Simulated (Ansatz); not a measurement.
For Pt3In (Pm-3m, No. 221, 4 atoms in the cell; start mp-20516), PBEsol (plane waves, PAW; Ansatz, a first-principles code) gives:

```
Item                              Value
------------------------------  -------
equilibrium lattice constant a  3.993 Å
bulk modulus                    228 GPa
```

Q: What does r²SCAN (Ansatz, plane waves, PAW) give for the same quantities?

A: 
- lattice constant a: 4.015 Å (grows by 0.6 %)
- bulk modulus: 219 GPa (shrinks by 3.9 %)

Changes are worked out from the printed values.

Unless a cell is named, each level is at its own relaxed cell (PBEsol 15.92, r²SCAN 16.18 Å³/atom).

Levels without +SOC leave out spin–orbit coupling, which shifts energies and cells of such heavy elements.

The crystal itself was run without spin with PBEsol, r²SCAN; a magnetic state was not tried in these runs.

Caveats: the bulk modulus is −V dP/dV from two relaxed cells at ±2 % in volume (PBEsol, r²SCAN); the relaxation could not lower the start's symmetry, so the cell can be a saddle point above a distorted one (PBEsol, r²SCAN). Ansatz's density-functional and Hartree–Fock values are scalar-relativistic unless marked +SOC, with PAW data made under PBE.

A start named mp-… is a Materials Project structure, which need not be a measured phase.
